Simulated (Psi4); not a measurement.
Psi4 1.11, BP86/def2-svp: Au(Cl)(SMe2) (C[S](C)->[Au][Cl]), 11 atoms. The geometry is a generated start, not checked to be a minimum at this level.

task: energy
method: bp86
basis: def2-svp
memory: 3 GB
maxiter: 100
keys of the molecule block: symmetry c1
scf_type: df (default)
e_convergence: 1e-06 (default)
d_convergence: 1e-06 (default)
dft_radial_points: 75 (default)
dft_spherical_points: 302 (default)
effective core potentials: those of the basis set, past Kr
basis functions: 126
grid points: 235590

```xyz
11

Au     1.6157    -1.5752     0.0144
Cl     3.6952    -2.3449     0.3881
C     -0.2100     0.7972    -1.3275
S     -0.5409    -0.7130    -0.3658
C     -0.9626     0.0512     1.2339
H      0.5455     1.3981    -0.8315
H     -1.1395     1.3494    -1.4307
H      0.1453     0.4828    -2.3033
H     -0.1575     0.7005     1.5619
H     -1.1044    -0.7548     1.9457
H     -1.8867     0.6087     1.1147
```

Charge 0 and multiplicity 1 are set for this test and not shown to be the ground state.

With the defaults (diis = true, scf_initial_accelerator = adiis, damping_percentage = 0, diis_max_vecs = 10, guess = auto, which took SAD, soscf = false, soscf_start_convergence = 0.01) it converges in 10 SCF iterations. One run each on 2 threads, with these changes:
- diis_max_vecs = 6
- soscf = true, soscf_start_convergence = 0.001
- diis_max_vecs = 3
- guess = sap
- diis_max_vecs = 20
- diis = false, scf_initial_accelerator = none, damping_percentage = 60
- guess = huckel
- soscf = true
- soscf = true, soscf_start_convergence = 0.1

**Question.** Name the settings that don't reach the solution of the defaults.

**Answer.** No convergence: diis = false, scf_initial_accelerator = none, damping_percentage = 60 (the run ends without SCF convergence in 100 iterations). The rest reach the solution of the defaults.

```json
[
 {"setting": "soscf = true, soscf_start_convergence = 0.1", "SCF iterations": "6", "JK calls": "22", "end": "same solution"},
 {"setting": "soscf = true", "SCF iterations": "7", "JK calls": "23", "end": "same solution"},
 {"setting": "soscf = true, soscf_start_convergence = 0.001", "SCF iterations": "7", "JK calls": "18", "end": "same solution"},
 {"setting": "the defaults", "SCF iterations": "10", "JK calls": "11", "end": "same solution"},
 {"setting": "diis_max_vecs = 20", "SCF iterations": "10", "JK calls": "11", "end": "same solution"},
 {"setting": "diis_max_vecs = 6", "SCF iterations": "10", "JK calls": "11", "end": "same solution"},
 {"setting": "guess = huckel", "SCF iterations": "12", "JK calls": "44", "end": "same solution"},
 {"setting": "guess = sap", "SCF iterations": "16", "JK calls": "16", "end": "same solution"},
 {"setting": "diis_max_vecs = 3", "SCF iterations": "21", "JK calls": "22", "end": "same solution"},
 {"setting": "diis = false, scf_initial_accelerator = none, damping_percentage = 60", "SCF iterations": "100", "JK calls": "101", "end": "no convergence"}
]
```

An SOSCF iteration holds several JK calls; a Hückel guess adds calls on atoms.
